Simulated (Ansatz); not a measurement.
Functionals compared on the (11-20) surface of hexagonal WC in its 1x1 cell (cut with top plane C + W, bottom plane C + W), outermost plane spacing 1.46 Å in the ideal cut, in Ansatz (plane waves, PAW). The structure was relaxed with PBE; the other rows are single points on it, each with its references at the same level. Cutoff 420 eV (500 eV for r2SCAN).

Slab: 16 atoms, C8W8, 10.2 Å thick at the start (thin: gaps and levels are the slab's own); k 13x8x1, smearing 0.1 eV, dipole-corrected; all atoms relaxed; start symmetry kept, larger cells not searched; no spin, no spin-orbit, no U. These notes are the PBE run's.

```json
[
 {"functional": "PBE", "surface energy (J/m²)": "3.76", "work function of the top face (eV)": "4.67", "rough cost of the single point": "–"},
 {"functional": "LDA", "surface energy (J/m²)": "4.24", "work function of the top face (eV)": "4.96", "rough cost of the single point": "about 60 core-seconds (a rough figure)"},
 {"functional": "PBEsol", "surface energy (J/m²)": "…", "work function of the top face (eV)": "…", "rough cost of the single point": "around 60 core-seconds (rough)"},
 {"functional": "RPBE", "surface energy (J/m²)": "3.54", "work function of the top face (eV)": "4.52", "rough cost of the single point": "roughly 60 core-seconds"},
 {"functional": "r2SCAN", "surface energy (J/m²)": "4.02", "work function of the top face (eV)": "4.72", "rough cost of the single point": "around 2.6 core-minutes (rough)"}
]
```

Q: Complete the blanks.

A: 
- PBEsol, surface energy (J/m²): 4.11
- PBEsol, work function of the top face (eV): 4.75

Ansatz is a first-principles code.
